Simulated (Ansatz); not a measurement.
# What isotropic strain +1.50 % does to Cu

Start from Cu in the fcc (Cu type) structure (space group Fm-3m, No. 225; a = 3.518 Å; relaxed with 0.1 eV smearing).

Modification: an isotropic linear strain of +1.50 %, atoms relaxed at fixed cell.

Computed with LDA (Ansatz, a quantum-chemistry and plane-wave program, PAW, spin-orbit coupling left out). k-mesh 32×32×32 (Γ-centred); smearing 0.1 eV (Fermi–Dirac).

| quantity | base | changed | shift |
|---|---|---|---|
| shortest interatomic distance | 2.488 Å | 2.525 Å | +0.037 Å |
| energy relative to the base (free energy F) | 0 meV/atom | +12 meV/atom | +12 meV/atom |
| pressure | 0.0 GPa | -7.5 GPa | -7.5 GPa |
| band gap | zero | zero | – |

Final structure:

```xyz
1
Lattice="0.0000 1.7856 1.7856 1.7856 0.0000 1.7856 1.7856 1.7856 0.0000" Properties=species:S:1:pos:R:3 pbc="T T T"
Cu     0.0000     0.0000     0.0000
```

No phonon test of stability was made. All final runs are without spin polarisation.
